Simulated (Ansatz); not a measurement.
TiAl under a change: isotropic strain +0.50 %

The parent structure is TiAl (space group P4/mmm, No. 123; a = 2.8241 Å, c = 4.0748 Å; relaxed with 0.1 eV smearing).

It is then changed as follows: the cell is scaled by 1.0050 in all directions; the atoms relax in the strained cell.

Method: PBE/PAW in Ansatz (an electronic-structure program), no SOC. Settings: 20×20×14 k-points, 0.1 eV Fermi–Dirac smearing.

| quantity | base | changed | shift |
|---|---|---|---|
| volume per atom | 16.25 Å³ | 16.49 Å³ | +0.24 Å³ |
| space group | P4/mmm (No. 123) | P4/mmm (No. 123) | – |
| energy relative to the base (free energy F) | 0 meV/atom | +1.3 meV/atom | +1.3 meV/atom |
| pressure (mean of the normal stresses, compression positive) | 0.0 GPa | -1.6 GPa | -1.6 GPa |
| band gap | zero | zero | – |

Whether these cells are dynamically stable was not tested. The final runs are not spin-polarised.
